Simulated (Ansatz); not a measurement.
System: CaZrN2 (model structure, started from the MgZrN2 type, I4₁/amd, No. 141, 8 atoms in the cell). Method: r²SCAN (Ansatz, a program for electronic structure, PAW).

Run with plane-wave cutoff 560 eV, 16×16×16 k mesh, Fermi–Dirac smearing 0.05 eV, scalar-relativistic PAW data made under PBE.

Cell (relaxed at this level):

```yaml
crystal:
  lattice:
    - [-2.34521, 2.34521, 4.78401]
    - [2.34521, -2.34521, 4.78401]
    - [2.34521, 2.34521, -4.78401]
  atoms:
    - { symbol: Ca, position: [0.50000, 0.50000, 0.00000] }
    - { symbol: Ca, position: [0.25000, 0.75000, 0.50000] }
    - { symbol: Zr, position: [0.75000, 0.25000, 0.50000] }
    - { symbol: Zr, position: [0.00000, 0.00000, 0.00000] }
    - { symbol: N, position: [0.51968, 0.01968, 0.50000] }
    - { symbol: N, position: [0.76968, 0.76968, 0.00000] }
    - { symbol: N, position: [0.23032, 0.23032, 0.00000] }
    - { symbol: N, position: [0.98032, 0.48032, 0.50000] }
```

Task: Give the computed band gap.

Result: 
- band gap = 0.39 eV

Note: the relaxation could raise the start's symmetry but not lower it, so the cell can be a saddle point.

Spin–orbit coupling is not included.

Cost on a shared machine: very roughly 4 core-minutes.

A model structure was made by putting elements into a prototype or built by hand; it is no filed structure, need not be a known phase, and can be a saddle point held by its symmetry.
